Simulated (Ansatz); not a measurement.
The reference is BaTiO$_{3}$ in the cubic perovskite structure (space group Pm-3m, No. 221; a = 4.0195 Å).

Calculations: PBE/PAW in Ansatz (an electronic-structure program), without spin-orbit coupling, earlier PAW set.

Carriers are added at fixed cell with a uniform background; the Fermi–Dirac width is that of 300 K.

One change was made to it. Results:

The Fermi level relative to the doped band's edge (positive inside the band; to 0.05 eV) amounts to +0.60 eV; the gap character stays indirect, R → Γ; the gap between the host's bands goes up by 0.80 eV to 2.59 eV.

**Question.** Which of these changes matches the shifts?
(A) holes 2.0×10^21 cm⁻³
(B) electrons 1.0×10^22 cm⁻³
(C) electrons 7.0×10^21 cm⁻³
(D) holes 2.0×10^22 cm⁻³

**Answer.** B, electrons 1.0×10^22 cm⁻³. For comparison, the gap between the host's bands in the other runs: electrons 7.0×10^21 cm⁻³ gives 2.35 eV; holes 2.0×10^22 cm⁻³ gives 2.28 eV; holes 2.0×10^21 cm⁻³ gives 1.84 eV.

Carriers are added with a uniform compensating background; total energy and stress of such cells depend on the potential's zero and are not compared; many-body gap narrowing is missing at this level. Stability against distortions was not tested. The final runs are not spin-polarised. Many cubic perovskites are stable only at high temperature; tilts and polar distortions were not tested. This is not the structure that BaTiO3 has at room temperature and ambient pressure.
